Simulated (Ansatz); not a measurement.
The parent structure is ZnS in the wurtzite structure (space group P6_3mc, No. 186).

```xyz
4
Lattice="3.7383 0.0000 0.0000 -1.8691 3.2374 0.0000 0.0000 0.0000 6.1429" Properties=species:S:1:pos:R:3 pbc="T T T"
Zn     0.0000     2.1583     0.0036
Zn     1.8691     1.0791     3.0751
S      0.0000     2.1583     2.2999
S      1.8691     1.0791     5.3714
```

Cartesian axes are those of the cell as printed.

Method: DFT with LDA, PAW potentials and a 420 eV plane-wave cutoff in Ansatz (a program for electronic structure), without spin-orbit coupling.

It is then changed as follows: the cell is compressed by 1.20 % along z with no lateral relaxation; the atoms relax in the strained cell.

Problem. Predict the stress tensor and what it implies for the stiffness.

Solution. Stress of the strained cell less that of the base (GPa, compression positive):
```
   0.64    0.00    0.00
   0.00    0.64    0.00
   0.00    0.00    2.02
```

Then −Δσ_ii/ε with ε = -0.0120 gives relaxed-ion elastic constants: C33 ≈ 168 GPa, C13 ≈ 53 GPa and C23 ≈ 53 GPa.

No phonon test of stability was made.
